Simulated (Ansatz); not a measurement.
**Response to strain in BAs**

Start from BAs in the zinc blende structure (space group F-43m, No. 216; a = 4.7679 Å). Axes: x, y, z lie along the cube axes.

Strains are applied to the cell and any free atomic positions relax; under biaxial strain the out-of-plane vector relaxes too.

Level of theory: Ansatz (a quantum-chemistry and plane-wave program) PBEsol, spin-orbit coupling left out.

Notes on the quantities. energy relative to the base: free energy F.

```json
[
 {"variant": "base", "energy relative to the base": "0 meV/atom", "gap character": "–", "volume per atom": "13.55 Å³"},
 {"variant": "biaxial strain −3.00 %, plane normal [001], relaxed out of plane", "energy relative to the base": "+25 meV/atom", "gap character": "indirect, Γ → k = (0.417, 0.417, 0) in the run's primitive reciprocal basis", "volume per atom": "12.94 Å³"},
 {"variant": "biaxial strain −2.50 %, plane normal [001], relaxed out of plane", "energy relative to the base": "…", "gap character": "indirect, Γ → k = (0.417, 0.417, 0) in the run's primitive reciprocal basis", "volume per atom": "13.04 Å³"},
 {"variant": "biaxial strain −2.00 %, plane normal [001], relaxed out of plane", "energy relative to the base": "+11 meV/atom", "gap character": "indirect, Γ → Γ–X (78 % along)", "volume per atom": "13.15 Å³"},
 {"variant": "biaxial strain −1.50 %, plane normal [001], relaxed out of plane", "energy relative to the base": "+6.1 meV/atom", "gap character": "indirect, Γ → Γ–X (78 % along)", "volume per atom": "13.25 Å³"},
 {"variant": "biaxial strain −1.00 %, plane normal [001], relaxed out of plane", "energy relative to the base": "+2.7 meV/atom", "gap character": "indirect, Γ → Γ–X (78 % along)", "volume per atom": "13.35 Å³"},
 {"variant": "biaxial strain −0.50 %, plane normal [001], relaxed out of plane", "energy relative to the base": "…", "gap character": "indirect, Γ → Γ–X (82 % along)", "volume per atom": "13.45 Å³"},
 {"variant": "biaxial strain +2.00 %, plane normal [001], relaxed out of plane", "energy relative to the base": "…", "gap character": "indirect, Γ → Γ–M (78 % along)", "volume per atom": "…"},
 {"variant": "biaxial strain +2.50 %, plane normal [001], relaxed out of plane", "energy relative to the base": "+16 meV/atom", "gap character": "indirect, Γ → Γ–M (78 % along)", "volume per atom": "14.05 Å³"},
 {"variant": "biaxial strain +3.00 %, plane normal [001], relaxed out of plane", "energy relative to the base": "+22 meV/atom", "gap character": "indirect, Γ → k = (0, 0, 0.417) in the run's primitive reciprocal basis", "volume per atom": "14.15 Å³"}
]
```

Problem. Complete the table.

Solution. 
- biaxial strain −2.50 %, plane normal [001], relaxed out of plane, energy relative to the base: +17 meV/atom
- biaxial strain −0.50 %, plane normal [001], relaxed out of plane, energy relative to the base: +0.7 meV/atom
- biaxial strain +2.00 %, plane normal [001], relaxed out of plane, energy relative to the base: +10 meV/atom
- biaxial strain +2.00 %, plane normal [001], relaxed out of plane, volume per atom: 13.95 Å³

Gaps are read on the SCF mesh and a high-symmetry path. Stability against distortions was not tested. k-point labels follow each cell's own Brillouin zone.
